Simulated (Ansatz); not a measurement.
The parent structure is SnO₂ in the rutile structure (space group P4_2/mnm, No. 136; a = 4.769 Å, c = 3.212 Å). Axes: x, y, z lie along a, b, c of the conventional cell.

One thing is altered: the cell is compressed by 2.40 % along x with no lateral relaxation, atoms relaxed at fixed cell.

Level of theory: Ansatz (a first-principles code) PBEsol, no SOC.

Give the band edges at the high-symmetry points of the new zone, measured from its valence-band maximum.


| point | valence edge (eV) | conduction edge (eV) |
|---|---|---|
| Γ | 0.00 | 1.17 |
| X | -0.62 | 4.37 |
| S | -0.86 | 4.78 |
| Y | -0.60 | 4.42 |
| Z | -1.25 | 6.15 |
| U | -0.66 | 6.47 |
| R | -0.81 | 4.82 |
| T | -0.66 | 6.42 |

The gap is 1.17 eV, direct at Γ.

The cells carry an imposed strain or load. Whether these cells are dynamically stable was not tested. Labels are those of the standard path for the cell's own space group.
